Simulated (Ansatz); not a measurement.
## Cs2O2 under a change: pressure 1.5 GPa

Take Cs2O2 (space group Immm, No. 71; a = 4.314 Å, b = 6.459 Å, c = 7.546 Å; a cell from a computed database, its experimental status unchecked; with O–O pairs, as in a peroxide) as the base.

One thing is altered: cell and atoms relaxed at a pressure of 1.5 GPa.

The values are results of DFT with r2SCAN, PAW potentials and a 500 eV plane-wave cutoff in Ansatz (an electronic-structure program), without spin-orbit coupling, earlier PAW set, not measurements. k-mesh 9×9×9 (Γ-centred); smearing 0.05 eV (Fermi–Dirac).

```json
[
 {"quantity": "volume per atom", "base": "26.29 Å³", "changed": "24.95 Å³", "shift": "-1.335 Å³"},
 {"quantity": "density", "base": "4.70 g/cm³", "changed": "4.95 g/cm³", "shift": "+0.25 g/cm³"},
 {"quantity": "enthalpy H = E + PV relative to the base's energy", "base": "–", "changed": "+0.24 eV/atom", "shift": "–"},
 {"quantity": "band gap", "base": "2.13 eV", "changed": "2.25 eV", "shift": "+0.12 eV"},
 {"quantity": "gap character", "base": "indirect, Γ → k = (0.111, -0.111, 0.111) in the run's primitive reciprocal basis", "changed": "indirect, Γ → k = (0.111, -0.111, 0.111) in the run's primitive reciprocal basis", "shift": "–"},
 {"quantity": "smallest direct gap", "base": "2.19 eV", "changed": "2.32 eV", "shift": "+0.122 eV"},
 {"quantity": "mean gap deformation potential ΔEg/Δln V", "base": "–", "changed": "-2.2 eV", "shift": "–"},
 {"quantity": "width of the top valence band", "base": "0.68 eV", "changed": "0.76 eV", "shift": "+0.08 eV"},
 {"quantity": "electron mass", "base": "0.57 mₑ along a, 0.71 mₑ along b, 0.52 mₑ along c (off the special points)", "changed": "0.55 mₑ along a, 0.66 mₑ along b, 0.52 mₑ along c (off the special points)", "shift": "–"},
 {"quantity": "hole mass", "base": "2.7 mₑ along a, 1.6 mₑ along b, 1.3 mₑ along c (at Γ)", "changed": "2.7 mₑ along a, 1.4 mₑ along b, 1.1 mₑ along c (at Γ)", "shift": "–"}
]
```

Cost of the whole job for the changed cell (relaxation, final SCF and bands): about 2.4 core-minutes (a rough figure).

Load acts through the strain it causes; cell and atoms are relaxed under it. Masses are band curvatures over ±0.01 Å⁻¹ around the edge. No phonon test of stability was made.
